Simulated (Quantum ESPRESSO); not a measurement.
## Quick settings and what they miss: SrCaCu2O4 (I4/mmm, 8 atoms in the cell)

Self-consistent single point.

```xyz
8
Lattice="-2.8182 2.8182 3.4099 2.8182 -2.8182 3.4099 2.8182 2.8182 -3.4099" Properties=species:S:1:pos:R:3 pbc="T T T"
Sr     0.0000     0.0000     3.4099
Ca     0.0000     0.0000     0.0000
Cu     2.8182     0.0000     1.7050
Cu     0.0000     2.8182     1.7050
O      1.4091     1.4091     1.7050
O     -1.4091     1.4091     1.7050
O      1.4091     1.4091    -1.7050
O      1.4091    -1.4091     1.7050
```

Method of the run: PBEsol, GBRV 1.5 ultrasoft (PBESOL) pseudopotentials (plane waves; Quantum ESPRESSO).

Base settings: ecutwfc = 50 Ry; ecutrho = 400 Ry; occupations = smearing; smearing = marzari-vanderbilt; degauss = 0.019992 Ry; K_POINTS = automatic 6 6 6 0 0 0; conv_thr = 1e-11 Ry; mixing_beta = 0.4.

Tight run (finer mesh or higher cutoff; not a proven limit): ecutwfc: 50 Ry → 70 Ry; ecutrho: 400 Ry → 560 Ry; conv_thr: 1e-11 Ry → 7.3e-11 Ry; K_POINTS: automatic 6 6 6 0 0 0 → automatic 9 9 9 0 0 0. It gave Fermi level (on the code's own zero) 8.71 eV; pressure -11.01 GPa.

Quick runs, as changes from the base:
- A: the base itself
- B: ecutwfc: 50 Ry → 25 Ry; ecutrho: 400 Ry → 200 Ry; K_POINTS: automatic 6 6 6 0 0 0 → automatic 8 8 8 0 0 0
- C: ecutwfc: 50 Ry → 30 Ry; ecutrho: 400 Ry → 240 Ry; K_POINTS: automatic 6 6 6 0 0 0 → automatic 1 1 1 0 0 0
- D: pseudopotentials: {Sr: sr_pbesol_v1.uspp.F.UPF, Ca: ca_pbesol_v1.uspp.F.UPF, Cu: cu_pbesol_v1.2.uspp.F.UPF, O: o_pbesol_v1.2.uspp.F.UPF} → {Sr: sr_lda_v1.uspp.F.UPF, Ca: ca_lda_v1.uspp.F.UPF, Cu: cu_lda_v1.2.uspp.F.UPF, O: o_lda_v1.2.uspp.F.UPF}; K_POINTS: automatic 6 6 6 0 0 0 → automatic 4 4 4 0 0 0 [LDA (PZ)]
- E: ecutwfc: 50 Ry → 25 Ry; ecutrho: 400 Ry → 200 Ry; smearing: marzari-vanderbilt → fermi-dirac; degauss: 0.019992 Ry → 0.0147 Ry; K_POINTS: automatic 6 6 6 0 0 0 → automatic 2 2 2 0 0 0
- F: ecutwfc: 50 Ry → 35 Ry; ecutrho: 400 Ry → 280 Ry; K_POINTS: automatic 6 6 6 0 0 0 → automatic 8 8 8 1 1 1

Energies are extrapolated to zero smearing width, which holds to low order in the width alone (under cold and Methfessel-Paxton smearing the free energy itself is taken).

Dashes: time of C, E, under 30 s; energy of D, another energy zero.

† marks runs with another functional, U, potentials or spin treatment: their distance from the tight run is not a convergence error alone.

The count of work is k-points × plane waves × bands × iterations; it is no time. Core times come from one kind of shared machine and are given to one figure; runs under 30 s give none.

The starting cell comes from a database of computed structures (which also holds hypothetical and non-ambient phases and stackings), without a prior relaxation at this level. Its lattice was rescaled by a random factor within 2.5 % of one. Spin polarisation is off, so a magnetic state, if there is one, cannot be reached. In the base run, with a pressure of about -11 GPa the cell is away from its equilibrium volume at this level. The run gives no clean gap (levels at the Fermi energy touch, overlap or are partly filled at this smearing), which alone does not show that the compound is a metal.

```
run  energy less tight (meV/atom)  pressure less tight (GPa)  count of work / tight  core time / tight (rough)
---  ----------------------------  -------------------------  ---------------------  -------------------------
A                             7.7                      -0.44                   0.26                        0.4
B                          2221.4                    -158.25                   0.18                        0.1
C                          1122.6                     -13.37                 0.0041                          –
D†                              –                      -4.62                   0.12                        0.2
E                          2263.8                    -157.67                  0.011                          –
F                            39.0                      -3.61                   0.31                        0.3
```

Among the runs at the tight run's level, the energy misses run from 7.7 to 2263.8 meV/atom.
